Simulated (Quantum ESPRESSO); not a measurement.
Troubleshooting Quantum ESPRESSO: a failed run on CuSeO4 (Cmcm, 12 atoms in the cell). The aim is a self-consistent single point with DFT, LDA (PZ), plane waves, PSlibrary PAW (LDA) pseudopotentials.

This input was run:

```fortran
&control
 calculation = 'scf',
 outdir = './work',
 pseudo_dir = './',
 verbosity = 'high',
 tprnfor = .true.,
 tstress = .true.,
/
&system
 ibrav = 0,
 celldm(1) = 9.1360058878,
 nat = 12,
 ntyp = 3,
 ecutwfc = 55,
 ecutrho = 385,
 occupations = 'smearing',
 smearing = 'fermi-dirac',
 degauss = 0.0099958,
 nbnd = 41,
 nspin = 2,
 starting_magnetization(1) = 0.091,
/
&electrons
 conv_thr = 1.0d-9,
 mixing_beta = 0.3,
/
ATOMIC_SPECIES
Cu    63.5460  Cu.pz-dn-kjpaw_psl.1.0.0.UPF
Se    78.9710  Se.pz-n-kjpaw_psl.1.0.0.UPF
O     15.9990  O.pz-n-kjpaw_psl.1.0.0.UPF
ATOMIC_POSITIONS crystal
Cu    0.0000000000    0.0000000000    0.5000000000
Cu    0.0000000000    0.0000000000    0.0000000000
Se    0.6517400000    0.3482600000    0.7500000000
Se    0.3482600000    0.6517400000    0.2500000000
O     0.7626400000    0.2373600000    0.9631000000
O     0.2373600000    0.7626400000    0.0369000000
O     0.2373600000    0.7626400000    0.4631000000
O     0.7626400000    0.2373600000    0.5369000000
O     0.2261800000    0.2835400000    0.2500000000
O     0.7738200000    0.7164600000    0.7500000000
O     0.2835400000    0.2261800000    0.7500000000
O     0.7164600000    0.7738200000    0.2500000000
K_POINTS automatic
4 4 3  0 0 0
CELL_PARAMETERS alat
   0.5716128262    -0.8205234774     0.0000000000
   0.5716128262     0.8205234774     0.0000000000
   0.0000000000     0.0000000000     1.3582749402
```

Output, abridged:

```
     Self-consistent Calculation

     iteration #  1     ecut=    55.00 Ry     beta= 0.30

---- Real-time Memory Report at c_bands before calling an iterative solver
           454 MiB given to the printing process from OS
           226 MiB allocation reported by mallinfo(arena+hblkhd)
------------------

 %%%%%%%%%%%%%%%%%%%%%%%%%%%%%%%%%%%%%%%%%%%%%%%%%%%%%%%%%%%%%%%%%%%%%%%%%%%%%%
     Error in routine efermig (1):
     internal error, cannot bracket Ef
 %%%%%%%%%%%%%%%%%%%%%%%%%%%%%%%%%%%%%%%%%%%%%%%%%%%%%%%%%%%%%%%%%%%%%%%%%%%%%%

     stopping ...
```

### Question
From the messages shown, name the fault and mend the input.

### Answer
The fault is too few bands; here the program stops on it instead of giving results. To fix it, raise the band count or leave it to the default. The program stopped with an error at about iteration 1.

An input that runs soundly differs in these lines (not the only fix; some lines may just follow from the change or write a value another way):
```diff
- nbnd = 41,
```

With that input, the run converged in 21 iterations: free energy E − TS -15058.7067 eV; Fermi level (on the code's own zero) 5.32 eV; pressure 0.76 GPa; largest force (vector length) 1.327 eV/Å; size of the cell's spin moment 1.06 μB (DFT, LDA (PZ), plane waves, PSlibrary PAW (LDA) pseudopotentials).

On the sound input: the starting cell comes from a database of computed structures (which also holds hypothetical and non-ambient phases and stackings), without a prior relaxation at this level. The magnetic order is the one reached from the typed start; others were not searched systematically. Forces in this geometry exceed 1 eV/Å. The run gives no clean gap (levels at the Fermi energy touch, overlap or are partly filled at this smearing), which alone does not show that the compound is a metal.
